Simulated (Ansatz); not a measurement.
Where the default PAW files enter, the runs use the earlier of Ansatz's two default sets.

Consider the following.

```
CELL_PARAMETERS angstrom
      4.91656     0.00000     0.00000
     -2.45828     4.25787     0.00000
      0.00000     0.00000     5.43163
ATOMIC_POSITIONS crystal
  Si 0.53120 0.53120 0.33333
  Si 0.46880 0.00000 0.00000
  Si 0.00000 0.46880 0.66667
  O  0.26856 0.41310 0.54782
  O  0.58690 0.85546 0.21449
  O  0.14454 0.73144 0.88115
  O  0.85546 0.58690 0.45218
  O  0.73144 0.14454 0.78551
  O  0.41310 0.26856 0.11885
```

Space group of this cell: P3_221. The cell is taken as given.

Calculation: r2SCAN (plane waves, PAW; Ansatz, a quantum-chemistry and plane-wave program).

The current runs along the normal of the first two printed vectors; no spin-orbit coupling. Scaled by the factor s: all lengths (ions clamped). Meshes 12×12×6 and 12×12 across the current in all rows.

| s | mean pressure (GPa) | slowest mid-gap decay constant κ (1/Å) |
|---|---|---|
| 0.98 | 13.9 | ? |
| 1.00 | 0.1 | 0.515 |
| 1.02 | -10.5 | 0.494 |

### Question
Take the slope of the slowest mid-gap decay constant κ against ln s from the two given rows, extrapolate to s = 0.98, and say what the run there gives.

### Answer
Slope = (0.494 − 0.515) / ln 1.02 = -1.06 1/Å. The line gives 0.515 + (-1.06) × ln 0.98 = 0.536 1/Å. The run gives 0.536 1/Å, as the line does.
